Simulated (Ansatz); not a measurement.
System: BSi₆As (model structure, I-42m, No. 121, 8 atoms in the cell). Method: r²SCAN+SOC (PAW; Ansatz, a quantum-chemistry and plane-wave program).

Numerical settings: plane-wave cutoff 560 eV, 10×10×10 k mesh, Fermi–Dirac smearing 0.01 eV, PAW data made under PBE.

Cell (relaxed with PBEsol):

AsBSi6 is taken in the tetragonal space group I-42m (No. 121), Pearson symbol tI16. Lattice parameters: a = 5.2507 Å, b = 5.2507 Å, c = 10.4856 Å, α = 90.00°, β = 90.00°, γ = 90.00°. B on 2a is coordinated by 4 Si at 2.030 Å (tetrahedral). Si1 on 8i is surrounded by 1 B at 2.030 Å and 2 Si at 2.331 Å and 1 As at 2.436 Å (tetrahedral). Si2 on 4d is surrounded by 4 Si at 2.331 Å (tetrahedral). As on 2b is surrounded by 4 Si at 2.436 Å (tetrahedral). (Neighbours: up to the widest gap in distance over summed covalent radii, below 1.35, at either atom.)
(The calculation used a cell of 8 atoms; values per cell refer to that cell.)

Task: Predict the band gap and smallest direct gap on the k points sampled.

Result: 
band gap: 0.03 eV (under three smearing widths, so not firm)
smallest direct gap on the k points sampled: 0.24 eV

Note: the relaxation could raise the start's symmetry but not lower it, so the cell can be a saddle point; cell and atoms aren't relaxed at this level (largest force component 0.06 eV/Å, pressure 0.7 GPa).

Computed values are for the static lattice.

It cost about 9 core-minutes (a rough figure) of CPU time.

A model structure was made by putting elements into a prototype or built by hand; it is no filed structure, need not be a known phase, and can be a saddle point held by its symmetry.
